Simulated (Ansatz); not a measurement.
Partial pair distribution functions of a relaxed model of amorphous silicon oxynitride (Si$_{30}$O$_{12}$N$_{32}$), broadened by 0.06 Å; density 2.90 g/cm³. Method: PBE, scalar-relativistic without spin-orbit coupling (plane waves to 420 eV, PAW; Ansatz, a first-principles code).

The cell was made by melting and quenching with the CHGNet potential and then relaxed with DFT. O and N atoms were pushed apart under 1.9 Å during the dynamics, to hinder bonds among them. It is a model cell: composition and starting density were chosen by hand, and all elements were melted together. No dispersion term was used. Its density started from a set value of 2.90 and ended at 2.90 g/cm³. Cooling (nominally 630 K/ps over its main leg) ran many orders faster than in experiment, which tends to leave more defects and strain. Values belong to this one cell and scatter from quench to quench. The volume was held where the preparation left it, at a PBE pressure of 3.8 GPa. Stress components on the final sampling reach 5.9 GPa.

```
r (Å)  g Si-N  g Si-O  g Si-Si  g O-O
-----  ------  ------  -------  -----
1.40     0.00    0.02     0.00   0.00
1.50     0.07    1.16     0.00   0.00
1.60     2.11    8.15     0.00   0.00
1.70     9.81    6.25     0.00   0.00
1.80     7.97    0.90     0.00   0.00
1.90     1.64    0.17     0.00   0.00
2.00     0.30    0.24     0.00   0.00
2.10     0.17    0.18     0.00   0.00
2.20     0.11    0.01     0.00   0.00
2.30     0.01    0.00     0.03   0.25
2.40     0.00    0.08     0.47   2.24
2.50     0.03    0.19     1.06   2.98
2.60     0.18    0.04     0.60   5.16
2.70     0.19    0.15     0.55   3.81
2.80     0.12    0.33     1.73   1.80
2.90     0.15    0.45     2.79   1.26
3.00     0.34    0.61     3.57   1.87
3.10     0.68    1.03     3.07   0.68
3.20     0.82    1.49     2.07   1.52
3.30     0.74    1.59     1.06   1.56
3.40     1.06    1.09     0.62   0.32
3.50     1.24    1.41     0.19   0.56
3.60     1.26    0.84     0.26   0.79
3.70     1.27    0.98     0.35   1.23
3.80     1.25    1.06     0.30   0.77
3.90     1.30    1.37     0.49   1.04
4.00     1.49    1.90     0.60   1.32
4.10     1.81    1.67     0.87   0.88
4.20     1.65    1.35     0.83   0.59
4.30     1.64    1.35     0.91   0.59
4.40     1.46    1.39     1.05   0.66
4.50     1.03    0.89     1.09   0.99
4.60     0.80    0.85     0.87   0.91
4.70     0.66    0.88     0.85   2.31
```

Within 2.28 Å each Si has 3.23 N neighbours on average.
